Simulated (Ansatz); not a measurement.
Worked example: self-consistent single point of a (111) slab of NaTl (cut from a parent of space group no. 227; 8 atoms in the cell) in Ansatz (an electronic-structure program).

Method of the run: LDA (PW92), default PAW files made with PBE (plane waves; Ansatz).

```xyz
8
Lattice="5.3041 0.0000 0.0000 2.6521 4.5935 0.0000 0.0000 0.0000 21.5789" Properties=species:S:1:pos:R:3 pbc="T T T"
Na     1.9890     1.1484     9.1654
Na     7.2931     4.2107     8.0827
Na     4.6411     2.6795    13.4962
Na     1.9890     1.1484    12.4135
Tl     4.6411     2.6795     7.0000
Tl     4.6411     2.6795    10.2481
Tl     7.2931     4.2107    11.3308
Tl     7.2931     4.2107    14.5789
```

Reference input (self-consistent single point, DFT, LDA (PW92), plane waves, default PAW files made with PBE): basis.ecutwfc = 420 eV; kpoints.mp_grid.grid = 7 7 1; hamiltonian.xc = lda; hamiltonian.pseudopotentials = {kind: paw} (the program's default PAW files); scf.occupations.method = gaussian; scf.occupations.width = 0.1 eV. This run's input differs from it in these lines:

Ansatz 0.2 input:
```diff
@@ -18,3 +18,3 @@
 kpoints:
-  mp_grid: { grid: [7, 7, 1] }
+  mp_grid: { grid: [4, 4, 1] }
 hamiltonian:
```

Output, abridged:

```
SCF iter   1: F=—  HF=-50451.518533 eV  |F-HF|=—  |Δ(HF+E_count)|=         —  Δρ=3.80e-3  dr2=4.64e-2  ethr=1.77e-3  ⟨swp⟩=7.5  Hψ=812  notcnv=0
all-band conjugate gradients solve this SCF's bands
preconditioner: auto → LDOS
SCF iter   2: F=—  HF=-50451.511423 eV  |F-HF|=—  |Δ(HF+E_count)|=   7.11e-3  Δρ=2.92e-3  dr2=2.70e-2  ethr=5.27e-5  ⟨swp⟩=2.0  Hψ=448  notcnv=0  defer=8
   [... lines left out ...]
SCF iter   7: F=—  HF=-50451.494790 eV  |F-HF|=—  |Δ(HF+E_count)|=   1.14e-4  Δρ=2.33e-5  dr2=1.16e-5  ethr=7.78e-8  ⟨swp⟩=2.0  Hψ=219  notcnv=0  defer=6
SCF iter   8: F=—  HF=-50451.494791 eV  |F-HF|=—  |Δ(HF+E_count)|=   4.68e-7  Δρ=1.68e-5  dr2=3.87e-6  ethr=1.32e-8  ⟨swp⟩=2.0  Hψ=316  notcnv=0  defer=6
SCF iter   9: F=—  HF=-50451.494791 eV  |F-HF|=—  |Δ(HF+E_count)|=   3.71e-7  Δρ=5.96e-6  dr2=3.57e-7  ethr=4.40e-9  ⟨swp⟩=2.0  Hψ=316  notcnv=0  defer=6
SCF iter  10: F=-50451.494791 eV  HF=-50451.494791 eV  |F-HF|=3.51e-9  |Δ(HF+E_count)|=   1.43e-7  Δρ=1.68e-6  dr2=2.69e-8  ethr=1.14e-10  ⟨swp⟩=14.8  Hψ=878  notcnv=0
SCF 1 converged in 10 iterations: F = -50451.494791 eV  dr2 = 2.69e-8
Free energy (F): -50451.494791 eV
Internal energy: -50451.422914 eV  (E = F + TS)
E sigma→0 (E₀):  -50451.458852 eV
Entropy (-TS):   -0.071877 eV (-8.985 meV/atom)
Fermi energy:    0.657634 eV
--- Forces (eV/Å), atoms counted from 1 ---
  atom   1  Na     0.00000000     0.00000000    -0.08892527
  atom   2  Na    -0.00000000     0.00000000    -0.08601399
  atom   3  Na     0.00000000    -0.00000000     0.08601399
  atom   4  Na     0.00000000     0.00000000     0.08892527
  atom   5  Tl     0.00000000     0.00000000     0.45799775
  atom   6  Tl    -0.00000000     0.00000000    -0.16298209
  atom   7  Tl     0.00000000    -0.00000000     0.16298209
  atom   8  Tl    -0.00000000    -0.00000000    -0.45799775
--- Stress (GPa, compression-positive) ---
       -0.466850      -0.000000      -0.000000
       -0.000000      -0.466850       0.000000
       -0.000000       0.000000      -0.774370
  P = ⅓ Tr σ = -0.5694 GPa (-5.694 kbar)
  The stress holds the Pulay correction. Without it, at fixed plane waves, as pw.x and ABINIT print it: P = -0.5771 GPa
```

The run converged in 10 iterations. Against the reference run the free energy goes up by 6.2 meV/atom and the largest force goes from 0.440 to 0.458 eV/Å.

The starting cell comes from a database of computed structures (which also holds hypothetical and non-ambient phases and stackings), without a prior relaxation at this level. The slab is cut from that crystal, and its faces are unrelaxed. Its lattice was rescaled by up to half a per cent. Spin-orbit coupling is off.
